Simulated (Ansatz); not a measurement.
GaS (P6₃/mmc, No. 194, 8 atoms in the cell; start mp-556742), treated with LDA in Ansatz (plane waves, PAW).

Run with plane-wave cutoff 500 eV, 12×12×4 k mesh (along the axes of the cell as run), gaussian smearing 0.02 eV, scalar-relativistic PAW data made under PBE.

Cell (relaxed at this level):

```
GaS
1.0
    3.54026     0.00000     0.00000
   -1.77013     3.06596     0.00000
    0.00000     0.00000    15.11189
Ga S
4 4
Direct
  0.00000   0.00000   0.17028
  0.00000   0.00000   0.82972
  0.00000   0.00000   0.67028
  0.00000   0.00000   0.32972
  0.66667   0.33333   0.09906
  0.33333   0.66667   0.90094
  0.33333   0.66667   0.59906
  0.66667   0.33333   0.40094
```

What does this level give for the band gap?


- band gap = 1.34 eV (on the SCF k mesh)

Note: the relaxation could not lower the start's symmetry, so the cell can be a saddle point above a distorted one.

Spin–orbit coupling is not included.

The computed numbers hold no vibrational or temperature effects.

Computing time: around 3 core-minutes (rough).

A start named mp-… is a Materials Project structure, which need not be a measured phase.

Ansatz is an electronic-structure program.
